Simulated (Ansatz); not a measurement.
Reference: La$_{3}$PbC (Pm-3m), PBEsol, DFPT electron-phonon coupling, linearised Boltzmann equation (plane waves, PAW, scalar-relativistic; Ansatz, a first-principles code); geometry: relaxed with this functional, without spin-orbit coupling.

```yaml
crystal:
  lattice:
    - [5.16791, 0.00000, 0.00000]
    - [0.00000, 5.16791, 0.00000]
    - [0.00000, 0.00000, 5.16791]
  atoms:
    - { symbol: La, position: [0.50000, 0.00000, 0.50000] }
    - { symbol: La, position: [0.00000, 0.50000, 0.50000] }
    - { symbol: La, position: [0.50000, 0.50000, 0.00000] }
    - { symbol: Pb, position: [0.00000, 0.00000, 0.00000] }
    - { symbol: C, position: [0.50000, 0.50000, 0.50000] }
```

| Item | Result |
|---|---|
| resistivity at 300 K | 125 μΩ·cm |

Q: Replace La by Sc on the same sites and relax. What happens?

A: Sc$_{3}$PbC (Pm-3m): volume per atom 27.6 to 18.3 Å³; resistivity at 300 K falls (125 μΩ·cm to 23 μΩ·cm).

Q: Replace La by Y on the same sites and relax. What happens?

A: Y$_{3}$PbC (Pm-3m): volume per atom 27.6 to 22.9 Å³; resistivity at 300 K falls (125 μΩ·cm to 30 μΩ·cm).

Moves up to 5 % count as about the same. Metals; harmonic phonons alone scatter; means over directions. Halving the electron mesh moves these values by up to 3 %; q meshes are mostly untested. Spin-orbit coupling is left out.

Computed structure with no diffraction record at hand here (it may be known, metastable or hypothetical): La3PbC (Pm-3m), Sc3PbC (Pm-3m), Y3PbC (Pm-3m). The missing spin-orbit coupling matters most for La3PbC (Pm-3m), Sc3PbC (Pm-3m), Y3PbC (Pm-3m). La3PbC (Pm-3m): near resistivity saturation, where the Boltzmann equation overshoots.
